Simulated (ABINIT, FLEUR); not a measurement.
An ABINIT input for a self-consistent single point of MoIr3 (P6_3/mmc, 8 atoms in the cell) (DFT, PBEsol, plane waves, PAW (JTH v2.0 PBE PAW, files made for PBE)):

```
# MoIr3, JTH v2.0 PBE PAW
pp_dirpath "./"
pseudos "Mo.GGA_PBE-JTH.xml, Ir.GGA_PBE-JTH.xml"
acell 3*1.0 Angstrom
rprim
         5.5090198441    0.0000000362    0.0000000000
        -2.7545099534    4.7709511169    0.0000000000
         0.0000000000    0.0000000000    4.3979500000
natom 8
ntypat 2
znucl 42 77
typat 1 1 2 2 2 2 2 2
xred
         0.3333333333    0.6666666667    0.2500000000
         0.6666666667    0.3333333333    0.7500000000
         0.8336750000    0.6673500000    0.2500000000
         0.1663250000    0.3326500000    0.7500000000
         0.1663250000    0.8336750000    0.7500000000
         0.8336750000    0.1663250000    0.2500000000
         0.3326500000    0.1663250000    0.2500000000
         0.6673500000    0.8336750000    0.7500000000
ecut 20
pawecutdg 40
pawxcdev 0
ixc -116133
occopt 3
tsmear 0.136 eV
nband 73
kptopt 1
ngkpt 5 5 6
nshiftk 1
shiftk 0 0 0
nstep 50
tolvrs 1.0e-10
prtwf 0
prtden 0
enunit 2
```

**Question.** Translate this input to FLEUR.

**Answer.** This is the input that was run; spellings and numerical settings could be chosen otherwise.

Input of the input generator:

```
MoIr3
&input film=f /
10.4105387206 0.0000000683 0.0000000000
-5.2052694195 9.0157909649 0.0000000000
0.0000000000 0.0000000000 8.3109210098
1.0
1.0 1.0 1.0

8
42 0.3333333333 0.6666666667 0.2500000000
42 0.6666666667 0.3333333333 0.7500000000
77 0.8336750000 0.6673500000 0.2500000000
77 0.1663250000 0.3326500000 0.7500000000
77 0.1663250000 0.8336750000 0.7500000000
77 0.8336750000 0.1663250000 0.2500000000
77 0.3326500000 0.1663250000 0.2500000000
77 0.6673500000 0.8336750000 0.7500000000

&comp jspins=1 /
&exco xctyp='PBEs' /
&kpt div1=5 div2=5 div3=6 gamma=t /
&end /
```

```xml
<?xml version="1.0" encoding="UTF-8" standalone="no"?>
<fleurInput fleurInputVersion="0.39">
   <comment>
      MoIr3                                                                                               
   </comment>
   <calculationSetup>
      <cutoffs Kmax="4.2" Gmax="16.8" GmaxXC="16.8" numbands="0"/>
      <scfLoop itmax="80" minDistance="0.00001" maxIterBroyd="15" imix="Anderson" alpha="0.05" precondParam="0.0" spinf="2.0"/>
      <coreElectrons ctail="T" frcor="F" kcrel="0" coretail_lmax="0"/>
      <xcFunctional name="PBEs" relativisticCorrections="F"/>
      <magnetism jspins="1"/>
      <soc l_soc="F" theta="0.0" phi="0.0" spav="F"/>
      <expertModes spex="0" secvar="F"/>
      <geometryOptimization l_f="T" forcealpha="1.0" forcemix="BFGS" epsdisp="0.00001" epsforce="0.00001"/>
      <ldaU l_linMix="F" mixParam="0.05" spinf="1.0"/>
   </calculationSetup>
   <cell>
      <bzIntegration valenceElectrons="118.0" mode="hist" fermiSmearingEnergy="0.00499791">
         <kPointListSelection listName="default-1"/>
         <!-- k-points included here -->
         <xi:include xmlns:xi="http://www.w3.org/2001/XInclude" href="kpts.xml"> </xi:include>
      </bzIntegration>
      <!-- symmetry operations included here -->
      <xi:include xmlns:xi="http://www.w3.org/2001/XInclude" href="sym.xml"> </xi:include>
      <bulkLattice scale="1.0">
         <bravaisMatrix>
            <row-1>   10.4105387206000000     0.0000000683000000     0.0000000000000000</row-1>
            <row-2>   -5.2052694195000004     9.0157909649000008     0.0000000000000000</row-2>
            <row-3>    0.0000000000000000     0.0000000000000000     8.3109210097999995</row-3>
         </bravaisMatrix>
      </bulkLattice>
   </cell>
   <atomSpecies>
      <species name="Molybdenum (Mo)" element="Mo" atomicNumber="42">
         <mtSphere radius="2.40" gridPoints="829" logIncrement="0.015"/>
         <atomicCutoffs lmax="10" lnonsphr="8"/>
         <electronConfig flipSpins="F">
            <coreConfig>(1s1/2) (2s1/2) (2p1/2) (2p3/2) (3s1/2) (3p1/2) (3p3/2) (3d3/2) (3d5/2)</coreConfig>
            <valenceConfig>(4s1/2) (4p1/2) (4p3/2) (5s1/2) (4d3/2) (4d5/2)</valenceConfig>
            <stateOccupation state="(5s1/2)" spinUp="0.5" spinDown="0.5"/>
            <stateOccupation state="(4d3/2)" spinUp="1.0" spinDown="1.0"/>
            <stateOccupation state="(4d5/2)" spinUp="1.5" spinDown="1.5"/>
         </electronConfig>
         <energyParameters s="5" p="5" d="4" f="4"/>
         <lo type="SCLO" l="0" n="4" eDeriv="0"/>
         <lo type="SCLO" l="1" n="4" eDeriv="0"/>
      </species>
      <species name="Iridium (Ir)" element="Ir" atomicNumber="77">
         <mtSphere radius="2.40" gridPoints="827" logIncrement="0.016"/>
         <atomicCutoffs lmax="10" lnonsphr="8"/>
         <electronConfig flipSpins="F">
            <coreConfig>(1s1/2) (2s1/2) (2p1/2) (2p3/2) (3s1/2) (3p1/2) (3p3/2) (4s1/2) (3d3/2) (3d5/2) (4p1/2) (4p3/2) (5s1/2) (4d3/2) (4d5/2) (4f5/2) (4f7/2)</coreConfig>
            <valenceConfig>(5p1/2) (5p3/2) (6s1/2) (5d3/2) (5d5/2)</valenceConfig>
            <stateOccupation state="(5d3/2)" spinUp="1.4" spinDown="1.4"/>
            <stateOccupation state="(5d5/2)" spinUp="2.1" spinDown="2.1"/>
         </electronConfig>
         <energyParameters s="6" p="6" d="5" f="5"/>
         <lo type="SCLO" l="1" n="5" eDeriv="0"/>
      </species>
   </atomSpecies>
   <atomGroups>
      <atomGroup species="Molybdenum (Mo)">
         <relPos label="                   1">1.000/3.000 -1.000/3.000 1.000/4.000</relPos>
         <relPos label="                   2">-1.000/3.000 1.000/3.000 -1.000/4.000</relPos>
         <force calculate="T" relaxXYZ="TTT"/>
      </atomGroup>
      <atomGroup species="Iridium (Ir)">
         <relPos label="                   3">-.1663250000 -.3326500000 1.000/4.000</relPos>
         <relPos label="                   4">.1663250000 .3326500000 -1.000/4.000</relPos>
         <relPos label="                   5">.1663250000 -.1663250000 -1.000/4.000</relPos>
         <relPos label="                   6">-.1663250000 .1663250000 1.000/4.000</relPos>
         <relPos label="                   7">.3326500000 .1663250000 1.000/4.000</relPos>
         <relPos label="                   8">-.3326500000 -.1663250000 -1.000/4.000</relPos>
         <force calculate="T" relaxXYZ="TTT"/>
      </atomGroup>
   </atomGroups>
   <output dos="F" band="F" slice="F">
      <checks vchk="F" cdinf="F"/>
      <bandDOS minEnergy="-.5*Htr" maxEnergy="0.5*Htr" sigma="0.015" storeEVData="T"/>
      <vacuumDOS vacdos="F" integ="F" star="F" nstars="0" locx1="0.0" locy1="0.0" locx2="0.0" locy2="0.0" nstm="0" tworkf="0.0"/>
      <unfoldingBand unfoldBand="F" supercellX="1" supercellY="1" supercellZ="1"/>
      <plotting iplot="0" polar="F">
         <plot TwoD="T" vec1="  1.0  0.0  0.0" vec2="  0.0  1.0  0.0" vec3="  0.0  0.0  1.0" zero="  0.0  0.0  0.0" file="plot"/>
      </plotting>
      <chargeDensitySlicing numkpt="0" minEigenval="0.0" maxEigenval="0.0" nnne="0" pallst="F"/>
      <specialOutput eonly="F"/>
      <magneticCircularDichroism mcd="F" energyLo="-10.0" energyUp="0.0"/>
   </output>
  <!-- We include the file relax.xml here to enable relaxations (see documentation) -->
  <xi:include xmlns:xi="http://www.w3.org/2001/XInclude" href="relax.xml"> <xi:fallback/> </xi:include>
</fleurInput>
```

Basis settings and potentials, where a program has them, do not carry over. This input uses DFT, PBEsol, all-electron FLAPW (FLEUR), scalar-relativistic valence. Both were run: largest force 0.018 eV/Å in ABINIT and 0.015 in FLEUR.

On ABINIT: the starting cell comes from a database of computed structures (which also holds hypothetical and non-ambient phases and stackings), without a prior relaxation at this level. Spin-orbit coupling is off. Spin polarisation is off. The potentials were made for another functional than the one used. With a pressure of about -5 GPa the cell is away from its equilibrium volume at this level.

On FLEUR: the starting cell comes from a database of computed structures (which also holds hypothetical and non-ambient phases and stackings), without a prior relaxation at this level. Spin-orbit coupling is off. Spin polarisation is off. Values depend on the basis (sphere radii, cutoffs, local orbitals), which need not be converged.
